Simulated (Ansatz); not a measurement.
We consider Re (model structure, started from the diamond type, Fd-3m, No. 227, 2 atoms in the cell), described by PBEsol (plane waves, PAW; Ansatz, an electronic-structure program).

Settings: plane-wave cutoff 520 eV, 18×18×18 k mesh, Fermi–Dirac smearing 0.05 eV, no spin polarisation, scalar-relativistic PAW data made under PBE.

Cell (relaxed at this level):

```cif
data_Re8
_chemical_formula_sum 'Re8'
_space_group_name_H-M_alt 'Fd-3m :1'
_space_group_IT_number 227
_space_group_name_Hall 'F 4d 2 3 -1d'
_cell_length_a 5.59393
_cell_length_b 5.59393
_cell_length_c 5.59393
_cell_angle_alpha 90.000
_cell_angle_beta 90.000
_cell_angle_gamma 90.000
loop_
_atom_site_label
_atom_site_type_symbol
_atom_site_symmetry_multiplicity
_atom_site_Wyckoff_symbol
_atom_site_fract_x
_atom_site_fract_y
_atom_site_fract_z
_atom_site_occupancy
Re1 Re 8 b 0.50000 0.50000 0.50000 1
```
(The calculation used a cell of 2 atoms; values per cell refer to that cell.)

Problem. Predict the bulk modulus.

Solution. 
* **bulk modulus**: 192 GPa

Note: the run has no spin polarisation, so it can have missed a magnetic state; the bulk modulus is −V dP/dV from two relaxed cells at ±2 % in volume; the relaxation could raise the start's symmetry but not lower it, so the cell can be a saddle point.

Spin–orbit coupling is not included.

Computed values are for the static lattice.

Cost on a shared machine: roughly 60 core-seconds.

A model structure was made by putting elements into a prototype or built by hand; it is no filed structure, need not be a known phase, and can be a saddle point held by its symmetry.
